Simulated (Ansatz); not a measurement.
Start from ZrS₂ in the CdI2 type structure (space group P-3m1, No. 164; a = 3.578 Å, c = 5.540 Å; layered, stacked along the Cartesian z axis). Axes: x lies along a and z along c of the hexagonal cell.

One thing is altered: biaxial strain +2.31 %, plane normal [001], relaxed out of plane (Cartesian); in-plane vectors clamped, the third vector and the atoms free.

Levels (all Ansatz, a program for electronic structure, PAW): PBEsol-D3(BJ) (420 eV, no SOC); r2SCAN (500 eV, no spin-orbit coupling); HSE06 (420 eV, no spin-orbit coupling).

One geometry, relaxed with PBEsol-D3(BJ), under each level:

```json
[
 {"level": "PBEsol-D3(BJ)", "band gap": "0.47 eV", "lowest conduction level above the VBM at special points": "L 0.47 eV; M 0.60 eV; A 1.01 eV; Γ 1.09 eV", "hole mass": "0.20 mₑ out of plane, 1.8 mₑ in plane (at Γ)"},
 {"level": "r2SCAN", "band gap": "0.83 eV", "lowest conduction level above the VBM at special points": "L 0.83 eV; M 0.95 eV; A 1.36 eV; Γ 1.44 eV", "hole mass": "0.22 mₑ out of plane, 1.8 mₑ in plane (at Γ)"},
 {"level": "HSE06", "band gap": "1.29 eV", "lowest conduction level above the VBM at special points": "L 1.29 eV; M 1.39 eV; A 1.90 eV; Γ 1.98 eV", "hole mass": "–"}
]
```

Single points use the geometry relaxed with PBEsol-D3(BJ). HSE06 was sampled on its mesh, a few special points and the semilocal edge points, so its gap is an upper bound. Masses are band curvatures over ±0.01 Å⁻¹ around the edge. Stability against distortions was not tested.
